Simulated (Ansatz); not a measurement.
**rutile IrO2 (1 1 0) on 3C silicon carbide (0 0 1) (film strained to the substrate, started from cuts of the bulks and a machine-learned relaxation; slabs C10Si12 and Ir6O12, which can lie off the formulas)**

A periodic stack without vacuum, rutile IrO2 (1 1 0) on 3C silicon carbide (0 0 1) (film strained to the substrate, started from cuts of the bulks and a machine-learned relaxation; slabs C10Si12 and Ir6O12, which can lie off the formulas): substrate slab C10Si12, film Ir6O12, surface cells [[-2, 0], [-1, -1]] and [[0, 1], [-1, 0]], film strained by -3.3 and -2.6 %, outermost planes Si/Si and O/O as cut, which need not be the usual terminations and can put a slab off its formula.

The start was prepared with a machine-learned potential, and the result is one local minimum, with the in-plane cell held and forces under 0.04 eV/Å; the film can end far from its bulk form.

Calculation: PBE (plane waves to 420 eV, PAW; Ansatz, a quantum-chemistry and plane-wave program). No spin–orbit coupling; the runs are not spin-polarised; PBE gaps are too small against experiment. Its k-point mesh 4×8×1, Fermi–Dirac width 0.05 eV.

The interface area comes out as 19.2 Å² and the period is 22.77 Å. The heights between the nearest atoms of the two slabs at the two interfaces comes out as 1.26 and 1.34 Å. The Ir–Si contacts across the interfaces within 1.22 times the sum of covalent radii comes out as 2, mean 2.39 Å and the O–Si contacts across the interfaces within 1.22 times the sum of covalent radii is 2, mean 1.66 Å. The hole barrier (PBE, at the middle of a substrate layer that carries a field) comes out as 1.25 eV and the electron barrier (PBE, at the middle of a substrate layer that carries a field) comes out as 0.12 eV. The slope of the mean potential energy in the substrate comes out as +5.7 MV/cm × e.

```
CELL_PARAMETERS angstrom
      6.19576    -0.00242     0.04926
     -0.00026     3.09754    -0.06989
     -1.33947    -1.04151    22.78641
ATOMIC_POSITIONS crystal
  C  0.53058 0.56171 0.07960
  C  0.01062 0.56160 0.07967
  C  0.55494 0.65780 0.27157
  C  0.05859 0.65814 0.27222
  C  0.28820 0.10920 0.17455
  C  0.78918 0.11038 0.17688
  C  0.59263 0.75541 0.46651
  C  0.09233 0.75325 0.46180
  C  0.32746 0.20671 0.36904
  C  0.82241 0.20563 0.36695
  Si 0.53441 0.08598 0.12796
  Si 0.02502 0.08579 0.12793
  Si 0.76104 0.53574 0.02748
  Si 0.26315 0.54229 0.04067
  Si 0.56317 0.18200 0.31984
  Si 0.06866 0.18250 0.32079
  Si 0.79829 0.63451 0.22501
  Si 0.29736 0.63375 0.22353
  Si 0.66362 0.27879 0.51300
  Si 0.03895 0.27444 0.50414
  Si 0.82799 0.72969 0.41494
  Si 0.33783 0.73136 0.41810
  Ir 0.66872 0.33165 0.61862
  Ir 0.17397 0.83576 0.62682
  O  0.17596 0.36317 0.68149
  O  0.86446 0.83270 0.62029
  O  0.47889 0.83415 0.62397
  O  0.18568 0.30641 0.56824
  Ir 0.20504 0.40668 0.76880
  Ir 0.70597 0.90832 0.77203
  O  0.71533 0.43606 0.82740
  O  0.39849 0.90685 0.76878
  O  0.01251 0.90767 0.77112
  O  0.69791 0.38072 0.71699
  Ir 0.73954 0.48392 0.92324
  Ir 0.23727 0.97714 0.90970
  O  0.24726 0.50669 0.96861
  O  0.93146 0.98081 0.91661
  O  0.54531 0.98096 0.91773
  O  0.22941 0.45006 0.85570
```
